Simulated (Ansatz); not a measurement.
# GaN, pressure series

Consider GaN in the zinc blende structure (space group F-43m, No. 216; a = 4.4979 Å).

Cell and atoms are relaxed at each pressure.

Method: r2SCAN, PAW, 500 eV (Ansatz, a quantum-chemistry and plane-wave program; spin-orbit coupling left out).

```csv
change,lattice parameter a,band gap,width of the top valence band,electron mass
base,4.498 Å,2.17 eV,3.72 eV,0.17 mₑ (at Γ)
pressure −2 GPa,4.513 Å,2.10 eV,3.67 eV,0.17 mₑ (at Γ)
pressure −1 GPa,4.506 Å,2.13 eV,3.70 eV,0.17 mₑ (at Γ)
pressure 0.3 GPa,(withheld),(withheld),3.73 eV,0.17 mₑ (at Γ)
pressure 0.7 GPa,4.493 Å,2.19 eV,3.74 eV,0.17 mₑ (at Γ)
pressure 1.5 GPa,4.487 Å,2.22 eV,3.76 eV,0.17 mₑ (at Γ)
pressure 3 GPa,4.476 Å,2.27 eV,3.80 eV,0.18 mₑ (at Γ)
pressure 5 GPa,4.462 Å,2.33 eV,3.85 eV,0.18 mₑ (at Γ)
pressure 7.5 GPa,4.445 Å,2.41 eV,3.90 eV,0.19 mₑ (at Γ)
pressure 10 GPa,4.429 Å,2.48 eV,3.96 eV,0.19 mₑ (at Γ)
```

Task: Fill in the withheld entries from the trend.

Result: 
- pressure 0.3 GPa, lattice parameter a: 4.496 Å
- pressure 0.3 GPa, band gap: 2.18 eV

Load acts through the strain it causes; cell and atoms are relaxed under it. Effective masses come from finite differences of ±0.01 Å⁻¹. Whether these cells are dynamically stable was not tested. Tetrahedral semiconductors of this kind turn to denser phases somewhere between about 1 and 50 GPa; those were not computed, so compressed cells here can lie past the real transition. This is not the structure that GaN has at room temperature and ambient pressure.
